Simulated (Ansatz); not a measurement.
The starting structures come from a database of crystals and need not be the phases stable at ambient conditions.

Here is the system:

```
CELL_PARAMETERS angstrom
      4.00239     0.00000     0.00000
     -2.00120     3.46617     0.00000
      0.00000     0.00000     6.57780
ATOMIC_POSITIONS crystal
  Al 0.33333 0.66667 0.00068
  Al 0.66667 0.33333 0.50068
  As 0.33333 0.66667 0.37532
  As 0.66667 0.33333 0.87532
```

Space group of this cell: P6_3mc, wurtzite. The cell is taken as given.

All values below come from PBEsol (plane waves, PAW; Ansatz, a program for electronic structure).

The current runs along the normal of the first two printed vectors; no spin-orbit coupling. Scaled by the factor s: all lengths (ions clamped). Meshes 12×12×6 and 12×12 across the current in all rows.

| s | mean pressure (GPa) | slowest mid-gap decay constant κ (1/Å) |
|---|---|---|
| 0.98 | 5.1 | ? |
| 1.00 | 0.1 | 0.108 |
| 1.02 | -3.7 | 0.089 |

### Question
Take the slope of the slowest mid-gap decay constant κ against ln s from the two given rows, extrapolate to s = 0.98, and say what the run there gives.

### Answer
Slope = (0.089 − 0.108) / ln 1.02 = -0.959 1/Å. The line gives 0.108 + (-0.959) × ln 0.98 = 0.127 1/Å. The run gives 0.123 1/Å, 0.004 1/Å under the line, 23 % of the predicted step.
